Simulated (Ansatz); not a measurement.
Consider ZnS in the zinc blende structure (space group F-43m, No. 216; a = 5.389 Å).

Method: Kohn–Sham DFT with the r2SCAN functional, run in Ansatz (a quantum-chemistry and plane-wave program) with PAW and 500 eV plane waves, scalar-relativistic without spin-orbit coupling.

For the base:

| Quantity | Result |
|---|---|
| Hole mass | 0.21, 0.68, 0.68 mₑ (at Γ) |
| Electron mass | 0.19 mₑ (at Γ) |

Modification: an isotropic linear strain of +2.00 %; the atoms relax in the strained cell.

How does this affect the hole mass, energy relative to the base and electron mass?

The hole mass (degenerate bands, along [100]) becomes 0.20, 0.73, 0.73 mₑ (at Γ) (base: 0.21, 0.68, 0.68 mₑ (at Γ)); the energy increases by 16 meV/atom; the electron mass becomes 0.18 mₑ (at Γ) (base: 0.19 mₑ (at Γ)).

The levels and masses belong to the bands next to the band gap. Effective masses come from finite differences of ±0.01 Å⁻¹. Stability against distortions was not tested.
